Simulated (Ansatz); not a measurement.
Base system: CuI in the wurtzite structure (space group P6_3mc, No. 186; a = 4.1870 Å, c = 6.8978 Å).

Now apply this change: every lattice vector is shortened by 5.51 %; the atoms relax in the strained cell.

Levels (all Ansatz, an electronic-structure program, PAW): PBEsol (420 eV, scalar-relativistic without spin-orbit coupling); r2SCAN (500 eV, no SOC); HSE06 (420 eV, no spin-orbit coupling).

At the geometry relaxed with PBEsol, these levels gave the following band gaps, in shuffled order: (a) 2.48 eV, (b) 1.79 eV, (c) 3.27 eV.

Match each gap to its level.

(a) r2SCAN; (b) PBEsol; (c) HSE06.

Single points use the geometry relaxed with PBEsol. Spin-orbit coupling, missing from the scalar runs, can matter with I. Whether these cells are dynamically stable was not tested. The final runs are not spin-polarised. This is not the structure that CuI has at room temperature and ambient pressure.
